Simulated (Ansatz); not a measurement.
**FeGe2 (I4/mcm, No. 140; cell taken from a computed entry)**

Computed with LDA in Ansatz (PAW).

Run with plane-wave cutoff 500 eV, 10×10×10 k mesh, Fermi–Dirac smearing 0.05 eV, spin-polarised start, scalar-relativistic PAW data made under PBE.

Cell: relaxed at this level.

```json
{
 "equilibrium_volume_per_atom": "13.31 Å³/atom",
 "equilibrium_lattice_constant_a": "5.734 Å",
 "lattice_parameter_c": "4.858 Å",
 "band_gap": "none"
}
```

Note: the magnetic order was assumed, not searched for or taken from measurement; the relaxation could not lower the start's symmetry, so the cell can be a saddle point above a distorted one; a magnet's gap depends somewhat on the PAW data.

Spin–orbit coupling is not included.

Static lattice: no zero-point or thermal effects.

It cost around 4 core-minutes (rough) of CPU time.

Ansatz is a first-principles code.
